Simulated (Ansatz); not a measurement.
Cu: alloy series

Start from Cu in the fcc (Cu type) structure (space group Fm-3m, No. 225; a = 3.564 Å).

The other end (x = 1) is Au in the fcc (Cu type) structure (space group Fm-3m, No. 225): 17.02 Å³/atom, gap zero.

Au replaces a fraction x of Cu; each row is one arrangement (x, atoms in the cell, starting space group or random), fully relaxed.

The values are results of Ansatz (an electronic-structure program) PBEsol, scalar-relativistic without spin-orbit coupling, not measurements.

```
Au fraction x           volume per atom (Å³/atom)
----------------------  -------------------------
0                                          11.315
0.333 (P-3m1, 3 atoms)                          ?
0.5 (P4/nmm, 4 atoms)                      14.203
0.5 (P4/mmm, 2 atoms)                      14.217
0.5 (R-3m, 2 atoms)                        14.503
1                                          17.022
```

Fit V(x) = (1 − x) V(0) + x V(1) − b x(1 − x) with the ends held (b = 0 is Vegard's rule) to the rows shown and predict the withheld row.

Least squares on the printed values gives b = -0.56 Å³/atom, against 13.215 Å³/atom from the straight line alone (largest residual 0.195 Å³/atom); this predicts 13.339 Å³/atom, and the run gives 13.602 Å³/atom, 0.263 higher.

Each cell is one ordered arrangement of few atoms, which overstates ordering effects compared with a random alloy. No phonon test of stability was made. All final runs are without spin polarisation. Under x(Au) = 0.5, 4 atoms, P4/nmm the cell changed shape so far that it is another structure.
